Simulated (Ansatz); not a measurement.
The reference is W in the bcc (W type) structure (space group Im-3m, No. 229; a = 3.1688 Å; relaxed with 0.1 eV smearing). Axes: x, y, z lie along the cube axes.

Level of theory: r2SCAN (Ansatz, a first-principles code; PAW; 500 eV plane waves; no spin-orbit coupling).

Strains are applied to the cell and any free atomic positions relax; under biaxial strain the out-of-plane vector relaxes too.

One change was made to it. Results:

```json
[
 {"quantity": "pressure (mean of the normal stresses, compression positive)", "base": "0.0 GPa", "after": "8.0 GPa"},
 {"quantity": "energy relative to the base (free energy F)", "base": "0 meV/atom", "after": "+24 meV/atom"}
]
```

Question: What was done to the base?
(A) biaxial strain −2.08 %, plane normal [111], relaxed out of plane
(B) biaxial strain −0.42 %, plane normal [111], relaxed out of plane
(C) biaxial strain −1.67 %, plane normal [111], relaxed out of plane
(D) biaxial strain −2.50 %, plane normal [111], relaxed out of plane
(E) biaxial strain −0.83 %, plane normal [111], relaxed out of plane

Answer: A, biaxial strain −2.08 %, plane normal [111], relaxed out of plane. For comparison, the energy relative to the base in the other runs: biaxial strain −1.67 %, plane normal [111], relaxed out of plane gives +16 meV/atom; biaxial strain −0.42 %, plane normal [111], relaxed out of plane gives +1.0 meV/atom; biaxial strain −0.83 %, plane normal [111], relaxed out of plane gives +3.8 meV/atom; biaxial strain −2.50 %, plane normal [111], relaxed out of plane gives +36 meV/atom.

Whether these cells are dynamically stable was not tested. The final runs are not spin-polarised.
